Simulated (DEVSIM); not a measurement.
Structure: Si p-i-n diode, at 300 K.

| layer (left to right) | material | thickness (μm) | Nd (cm⁻³) | Na (cm⁻³) | τn (s) | τp (s) |
|---|---|---|---|---|---|---|
| 1 | Si | 0.120 | - | 3.7e18 | 1.2e-5 | 1.2e-5 |
| 2 | Si | 1.00 | 1.6e13 | - | 1.2e-5 | 1.2e-5 |
| 3 | Si | 0.340 | 2.6e17 | - | 1.2e-5 | 1.2e-5 |

Left contact: ohmic. Right contact: ohmic. Voltage is applied to the left contact. Recombination: SRH at mid-gap, radiative, Auger. Mobility is μmin + (μ − μmin)/(1 + (N/Nref)^α).

Constants are typed, rounded textbook-type inputs, not results; the design itself was drawn at random and stands for no fabricated device. Values at 300 K.

```
parameter           Si
-------------  -------
gap (eV)         1.124
affinity (eV)     4.05
permittivity      11.7
Nc (cm⁻³)      2.86e19
Nv (cm⁻³)       3.1e19
μn (cm²/Vs)       1417
μp (cm²/Vs)        470
μn,min              52
μp,min              45
Nref,n          9.7e16
Nref,p          2.2e17
αn                0.68
αp                0.72
B (cm³/s)      4.7e-15
Cn (cm⁶/s)     2.8e-31
Cp (cm⁶/s)     9.9e-32
```

DEVSIM, 1D drift-diffusion, Boltzmann statistics, complete ionisation; no tunnelling, impact ionisation, image-force lowering or self-heating.

The thickness of layer 3 was swept, all else fixed.

```tsv
thickness of layer 3 (μm)	dark forward voltage at 100 A/cm² (V)	dark forward voltage at 1 A/cm² (V)
0.068	0.732	0.605
0.12	…	…
0.2	0.755	0.632
0.34	0.767	0.644
0.58	0.778	0.656
1	0.788	0.667
1.7	0.797	0.676
```

Task: What belongs in the gaps?

Result: 
- 0.12, dark forward voltage at 100 A/cm² (V): 0.744
- 0.12, dark forward voltage at 1 A/cm² (V): 0.619
